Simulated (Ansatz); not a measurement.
Base system: Sn in the diamond structure (space group Fd-3m, No. 227; a = 6.541 Å; relaxed with 0.1 eV smearing). Axes: x, y, z lie along the cube axes.

Structures relaxed with PBEsol (Ansatz, a program for electronic structure; PAW; 420 eV plane waves; no spin-orbit coupling).

Base:

Simulated powder pattern, Co Kα, λ = 1.79026 Å (kinematic, ideal powder, no thermal factors, no anomalous dispersion; the 8 strongest lines at most, above 2 %, up to 2θ = 90°):

```json
[
 {"2θ (°)": "27.42", "I/Imax (%)": "100", "hkl": "(111)"},
 {"2θ (°)": "45.54", "I/Imax (%)": "78", "hkl": "(220)"},
 {"2θ (°)": "53.99", "I/Imax (%)": "47", "hkl": "(311)"},
 {"2θ (°)": "66.38", "I/Imax (%)": "13", "hkl": "(400)"},
 {"2θ (°)": "73.24", "I/Imax (%)": "19", "hkl": "(331)"},
 {"2θ (°)": "84.20", "I/Imax (%)": "27", "hkl": "(422)"}
]
```

One thing is altered: the cell is compressed by 4.13 % along y with no lateral relaxation, atoms relaxed at fixed cell.

Where do the lines fall after the change?


Simulated powder pattern, Co Kα, λ = 1.79026 Å (kinematic, ideal powder, no thermal factors, no anomalous dispersion; the 8 strongest lines at most, above 2 %, up to 2θ = 90°):

```
2θ (°)  I/Imax (%)    hkl
------  ----------  -----
27.83          100  (111)
45.54           27  (202)
46.59           50  (220)
54.22           32  (311)
56.06           15  (131)
66.38          8.9  (400)
75.01           13  (331)
84.96           19  (422)
```

The indices refer to the base's conventional cell; one index is shown for lines that coincide. The space group is now I4_1/amd (No. 141).

The cells carry an imposed strain or load. Whether these cells are dynamically stable was not tested.
